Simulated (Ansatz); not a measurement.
Output of an Ansatz run (abridged):

```
WARN ansatz: RAYON_NUM_THREADS=1 ignored (pool sized by the plan → 1); use --threads N
Pseudopotentials: kind: paw
Pseudopotential: Hf, paw, valence charge 26
Pseudopotential: Mo, paw, valence charge 14
Crystal: 8 atoms, lattice volume = 174.482 Å³
Basis set: ecut = 420 eV, 3407 PW (Γ)
Bands: 111, of which v1, the nominal top of the filled ones, is band 92 counted from 1 (91 counted from 0)
Symmetry: 48 space group operations
Space group: Pm-3n (ITA 223), of the structure as read, at distance tolerance 5.6e-5 Å
k-points: 10 of 125
PAW frozen core: Hf, regenerated for the run's functional, and the local potential with it
PAW frozen core: Mo, regenerated for the run's functional, and the local potential with it
Initial density: superposition of atomic densities (neutral atoms: chi_scale 0, normalization atom), corrected by the library's trained network
Initial wavefunctions: pseudopotential atomic-orbital guess
Eigensolver: davidson
Functional: x = slater, c = lda
SCF iter   1: F=—  HF=-102544.254276 eV  |F-HF|=—  |Δ(HF+E_count)|=         —  Δρ=9.69e-3  dr2=3.48e-1  ethr=1.77e-3  ⟨swp⟩=3.4  Hψ=3108  notcnv=0
all-band conjugate gradients solve this SCF's bands
preconditioner: auto → Kerker (q_TF=auto, 2.753 Å⁻¹)
SCF iter   2: F=—  HF=-102544.234340 eV  |F-HF|=—  |Δ(HF+E_count)|=   1.99e-2  S|Δr|=    0.00e0  Δρ=5.27e-3  dr2=8.99e-2  ethr=1.89e-4  ⟨swp⟩=1.0  Hψ=1280  notcnv=0
SCF iter   3: F=—  HF=-102544.230367 eV  |F-HF|=—  |Δ(HF+E_count)|=   3.97e-3  S|Δr|=    0.00e0  Δρ=1.50e-3  dr2=5.41e-3  ethr=4.89e-5  ⟨swp⟩=2.0  Hψ=1560  notcnv=0
SCF iter   4: F=—  HF=-102544.225093 eV  |F-HF|=—  |Δ(HF+E_count)|=   5.27e-3  S|Δr|=    0.00e0  Δρ=7.88e-4  dr2=1.21e-3  ethr=2.94e-6  ⟨swp⟩=2.0  Hψ=1809  notcnv=0
SCF iter   5: F=—  HF=-102544.224948 eV  |F-HF|=—  |Δ(HF+E_count)|=   1.46e-4  S|Δr|=    0.00e0  Δρ=2.73e-4  dr2=7.58e-5  ethr=6.56e-7  ⟨swp⟩=2.0  Hψ=1975  notcnv=0
SCF iter   6: F=—  HF=-102544.224864 eV  |F-HF|=—  |Δ(HF+E_count)|=   8.34e-5  S|Δr|=    0.00e0  Δρ=3.14e-5  dr2=1.44e-6  ethr=4.12e-8  ⟨swp⟩=2.2  Hψ=1957  notcnv=0
SCF iter   7: F=-102544.224863 eV  HF=-102544.224863 eV  |F-HF|=4.24e-8  |Δ(HF+E_count)|=   1.55e-6  S|Δr|=    0.00e0  Δρ=7.93e-6  dr2=9.61e-8  ethr=5.43e-11  ⟨swp⟩=7.5  Hψ=5400  notcnv=0
SCF 1 converged in 7 iterations: F = -102544.224863 eV  dr2 = 9.61e-8
SCF converged after 7 iterations
Stability not checked (fill_not_monotonic)
Free energy (F): -102544.224863 eV
Harris-Foulkes:  -102544.224863 eV  (|F-HF|=4.24e-8)
Internal energy: -102544.226781 eV  (E = F + TS)
E sigma→0 (E₀):  -102544.225502 eV
Entropy (-TS):   0.001918 eV (0.240 meV/atom)
Fermi energy:    18.073580 eV
--- Per-component energies (eV) ---
  E_band       = -164.892722
  E_kinetic    = 3416.704556
  E_local      = -33768.078541  (includes V_loc(G=0)·N_el)
  E_nonlocal   = -7100.920964
  E_hartree    = 15570.031643
  E_xc         = -2142.198472
  E_vxc        = -2046.216063  (∫ρ·V_xc dr)
  E_paw        = -46291.569916  (= ΣΔE_a)
  E_vpaw       = 8193.544231  (= ΣTr[D̂ρ^β])
  E_aug_tail   = 0.000055  (compensation charges beyond the density's cutoff)
  E_ewald      = -32243.884230
  E_core_change = 15.689088  (= ΣΔE_core)
  E_smearing   = 0.001918  (= −TS)
  E_closure    = -0.000000  (closes the sum)
  Σ components = -102544.224863   (vs F -102544.224863, Δ=0.00e0)
--- Forces (eV/Å), atoms counted from 1 ---
  atom   1  Hf     0.00000000     0.00000000    -0.00000000
   [... zero for the other atoms too ...]
  max |Σ_I F_I| component: 5.78e-18 eV/Å
--- Stress (GPa, compression-positive) ---
      -15.836867      -0.000000      -0.000000
       -0.000000     -15.836867       0.000000
        0.000000       0.000000     -15.836867
  P = ⅓ Tr σ = -15.8369 GPa (-158.369 kbar)
  The stress holds the Pulay correction. Without it, at fixed plane waves, as pw.x and ABINIT print it: P = -15.8614 GPa
--- Band table (eV; the first three rows and the last of 10) ---
  k-point 0: bands = ["-43.3855", "-43.3633", "-43.3633", "-43.2732", "-43.2732", "-43.2732", "-42.0331", "-42.0319", "-16.1562", "-16.1562", "-16.1562", "-16.1510", "-16.1510", "-16.1510", "-12.7377", "-12.7377", "-12.6329", "-12.1471", "-12.1471", [...]
  k-point 1: bands = ["-43.3815", "-43.3647", "-43.3565", "-43.2825", "-43.2732", "-43.2732", "-42.0331", "-42.0321", "-16.1561", "-16.1561", "-16.1540", "-16.1518", "-16.1518", "-16.1500", "-12.7315", "-12.6977", "-12.5679", "-12.1447", "-12.1447", [...]
  k-point 2: bands = ["-43.3747", "-43.3688", "-43.3353", "-43.3065", "-43.2732", "-43.2732", "-42.0329", "-42.0325", "-16.1558", "-16.1558", "-16.1531", "-16.1531", "-16.1502", "-16.1488", "-12.7166", "-12.7000", "-12.2791", "-12.1414", "-12.1414", [...]
  k-point 9: bands = ["-43.3399", "-43.3357", "-43.3357", "-43.3076", "-43.3076", "-43.3055", "-42.0332", "-42.0331", "-16.1515", "-16.1512", "-16.1512", "-16.1508", "-16.1508", "-16.1504", "-12.3021", "-12.3021", "-12.2830", "-12.0985", "-12.0955", [...]
```

The structure:

```xyz
8
Lattice="5.5879 0.0000 0.0000 0.0000 5.5879 0.0000 0.0000 0.0000 5.5879" Properties=species:S:1:pos:R:3 pbc="T T T"
Hf     1.3970     0.0000     2.7940
Hf     4.1909     0.0000     2.7940
Hf     0.0000     2.7940     1.3970
Hf     0.0000     2.7940     4.1909
Hf     2.7940     1.3970     0.0000
Hf     2.7940     4.1909     0.0000
Mo     0.0000     0.0000     0.0000
Mo     2.7940     2.7940     2.7940
```

Question: What input produced this log?

Answer: Other spellings and defaults could give the same log, and not every line can be read from it. The input that was run (DFT, LDA (PW92), plane waves, default PAW files made with PBE):

Ansatz 0.2 input:
```yaml
crystal:
  lattice:
    - [5.587916, 0.000000, 0.000000]
    - [0.000000, 5.587916, 0.000000]
    - [0.000000, 0.000000, 5.587916]
  atoms:
    - { symbol: Hf, position: [0.250000, 0.000000, 0.500000] }
    - { symbol: Hf, position: [0.750000, 0.000000, 0.500000] }
    - { symbol: Hf, position: [0.000000, 0.500000, 0.250000] }
    - { symbol: Hf, position: [0.000000, 0.500000, 0.750000] }
    - { symbol: Hf, position: [0.500000, 0.250000, 0.000000] }
    - { symbol: Hf, position: [0.500000, 0.750000, 0.000000] }
    - { symbol: Mo, position: [0.000000, 0.000000, 0.000000] }
    - { symbol: Mo, position: [0.500000, 0.500000, 0.500000] }
basis:
  ecutwfc: 420.0
kpoints:
  mp_grid: { grid: [5, 5, 5] }
hamiltonian:
  xc: lda
  pseudopotentials: { kind: paw }
scf:
  occupations: { method: cold, width: 0.272 }
output:
  forces: true
  eigenvalues: true
  stress: true
```

The starting cell was generated: these elements placed on a structure prototype, without a prior relaxation; it need not be a known phase or ordering of this composition. Its lattice was rescaled by a random factor within 2.5 % of one. Spin-orbit coupling is off. Spin polarisation is off. With a pressure of about -16 GPa the cell is away from its equilibrium volume at this level. Ansatz's pressure includes its estimate of the finite-basis (Pulay) stress.

Ansatz is a first-principles code.
